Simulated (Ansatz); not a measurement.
**Sr$_{2}$MoO$_{4}$ (I4/mmm): band-structure transport figures**

Consider the following.

```
CELL_PARAMETERS angstrom
     -1.93825     1.93825     6.40321
      1.93825    -1.93825     6.40321
      1.93825     1.93825    -6.40321
ATOMIC_POSITIONS crystal
  Sr 0.35107 0.35107 0.00000
  Sr 0.64893 0.64893 0.00000
  Mo 0.00000 0.00000 0.00000
  O  0.50000 0.00000 0.50000
  O  0.00000 0.50000 0.50000
  O  0.83632 0.83632 0.00000
  O  0.16368 0.16368 0.00000
```

The numbers are results of PBEsol, rigid bands (plane waves, PAW, scalar-relativistic; Ansatz, a quantum-chemistry and plane-wave program), not measurements. Cell: cell and atoms relaxed with PBEsol.

- density of states at the Fermi level: 2.33 states/(eV·cell), both spins
- bare Sommerfeld coefficient: 0.78 mJ/(mol of atoms·K²)
- Drude plasma energy: 4.8 (x), 4.8 (y), 1.01 (z) eV
- root-mean-square Fermi velocity: 4.9e5 m/s
- resistivity times τ: 22 (x), 22 (y), 480 (z) ×10⁻²² Ω·m·s

A metal at this level (no band gap); rigid bands, thermally averaged at 300 K, both spins. Spin-orbit coupling is left out. τ is one relaxation time for all states.

Computed structure, not matched to a measured one here, so possibly hypothetical: Sr2MoO4 (I4/mmm).
